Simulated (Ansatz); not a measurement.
Pressure series in WS2

Base system: WS$_{2}$ in the 2H-MoS2 type structure (space group P6_3/mmc, No. 194; a = 3.154 Å, c = 12.137 Å; layered, stacked along the Cartesian z axis).

Cell and atoms are relaxed at each pressure.

Calculations: plane-wave PAW DFT at the PBE-D3(BJ) level (Ansatz, a program for electronic structure, 420 eV), no spin-orbit coupling.

### Question
Only one of these has no band gap. Which?
(A) pressure 60 GPa
(B) pressure 1.8 GPa
(C) pressure 4.2 GPa
(D) pressure −1 GPa
(E) pressure 9 GPa

### Answer
A, pressure 60 GPa. Computed: pressure 60 GPa: zero; pressure 9 GPa: 0.45 eV; pressure 4.2 GPa: 0.64 eV; pressure 1.8 GPa: 0.76 eV; pressure −1 GPa: 0.98 eV

The mesh was chosen for an insulator and is coarse for the gapless case. Spin-orbit coupling, missing from the scalar runs, can matter with W. Load acts through the strain it causes; cell and atoms are relaxed under it. No phonon test of stability was made. No other phases were tried under pressure. All final runs are without spin polarisation.
